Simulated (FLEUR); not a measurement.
Band structure of Ti (P6_3/mmc, 4 atoms in the cell).

```xyz
4
Lattice="2.9373 0.0000 0.0000 -1.4686 2.5437 0.0000 0.0000 0.0000 9.4507" Properties=species:S:1:pos:R:3 pbc="T T T"
Ti     0.0000     0.0000     0.0000
Ti     0.0000     0.0000     4.7253
Ti     0.0000     1.6958     2.3627
Ti     1.4686     0.8479     7.0880
```

Level of theory: PBE, all-electron FLAPW (FLEUR), scalar-relativistic valence.

Settings: Kmax = 3.9 1/bohr; GmaxXC = 11.7 1/bohr; xcFunctional = pbe; jspins = 1; l_soc = F; mode = gauss; fermiSmearingEnergy = 0.00367493 Htr; mesh (inpgen div1-3) = 7 7 2; inpgen gamma flag = true; Gmax = 11.7 1/bohr; numbands = 30; maxIterBroyd = 15; imix = Anderson; alpha = 0.05.

The starting cell was generated: these elements placed on a structure prototype, without a prior relaxation; it need not be a known phase or ordering of this composition. Spin polarisation is off. Values depend on the basis (sphere radii, cutoffs, local orbitals), which need not be converged.

Levels in eV from the Fermi level, bands 21 to 28:
```tsv
point	21	22	23	24	25	26	27	28
Γ	0.04	0.07	0.64	0.64	0.64	0.71	0.71	0.85
M	-1.31	-1.23	-1.07	-0.15	0.04	0.60	1.02	1.34
K	-1.24	-1.10	-1.10	-1.00	-0.22	-0.04	-0.04	0.25
A	0.10	0.10	0.57	0.57	0.77	0.77	0.77	0.77
L	-1.50	-1.50	-0.27	-0.27	0.65	0.65	0.92	0.92
H	-1.18	-1.18	-1.15	-1.15	0.01	0.01	0.03	0.03
```
